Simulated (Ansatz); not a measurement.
## B (space group I4_132, No. 214; a hypothetical phase, not in the database extracts checked)

B is taken in the cubic space group I4₁32 (No. 214), Pearson symbol cI8. Lattice parameters: a = b = c = 4.653 Å, α = β = γ = 90.00°. B on 8a is coordinated by 3 B at 1.645 Å (trigonal planar). (Neighbours: up to the widest gap in distance over summed covalent radii, below 1.35, at either atom.)
(The calculation used a cell of 4 atoms; values per cell refer to that cell.)

Method: PBE/PAW in Ansatz (an electronic-structure program), spin-orbit coupling left out. Γ-centred 10×10×10 mesh, Fermi–Dirac width 0.05 eV.

```yaml
volume_per_atom: 12.59 Å³
density: 1.43 g/cm³
band_gap: 1.48 eV, indirect, k = (0.100, 0.300, 0.300) in the run's primitive reciprocal basis → Γ–P (20 % along)
electron_mass: 2.8 mₑ along k, 0.55 mₑ across
total_energy: -155.247 eV/atom (σ→0; compares only within this code and set-up)
```

Masses are band curvatures over ±0.01 Å⁻¹ around the edge. Along k means along the line from Γ to the band edge. Whether these cells are dynamically stable was not tested.
